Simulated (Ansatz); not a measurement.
**The (101) surface of MnP-type NiSi in its 1x1 cell (cut with top plane 2 Ni + Si, bottom plane 2 Ni + Si), outermost plane spacing 0.06 Å in the ideal cut**

Calculation: PBE (plane waves to 420 eV, PAW; Ansatz, a quantum-chemistry and plane-wave program).

Model: 24-atom slab, Ni12Si12, 10.0 Å thick at the start (thin: gaps and levels are the slab's own), 11x5x1 mesh, Fermi-Dirac 0.1 eV, dipole correction, all atoms relaxed; symmetry of the start imposed; no spin (magnetic order not tried), no spin-orbit, no U.

| Item | Result |
|---|---|
| surface energy (mean of both faces) | 1.82 J/m² |
| surface energy before relaxation | 1.95 J/m² |
| work function of the top face | 4.71 eV |
| energy released by relaxation | 0.42 eV |
| cost | roughly 20 core-minutes |
